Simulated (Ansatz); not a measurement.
Base system: CaC₂ (space group C2/m, No. 12; a = 7.068 Å, b = 3.777 Å, c = 7.347 Å, α = γ = 90.00°, β = 106.88°; a cell from a computed database, its experimental status unchecked).

Levels (all Ansatz, a quantum-chemistry and plane-wave program, PAW): PBEsol (420 eV, scalar-relativistic without spin-orbit coupling); r2SCAN (500 eV, spin-orbit coupling left out); HSE06 (420 eV, no spin-orbit coupling).

At the geometry relaxed with PBEsol, these levels gave the following band gaps, in shuffled order: (a) 3.44 eV, (b) 2.07 eV, (c) 2.53 eV.

Problem. Match each gap to its level.

Solution. (a) HSE06; (b) PBEsol; (c) r2SCAN.

Single points use the geometry relaxed with PBEsol. The hybrid gap comes from the SCF mesh plus the semilocal run's edge points and a few special points and is an upper bound. Stability against distortions was not tested.
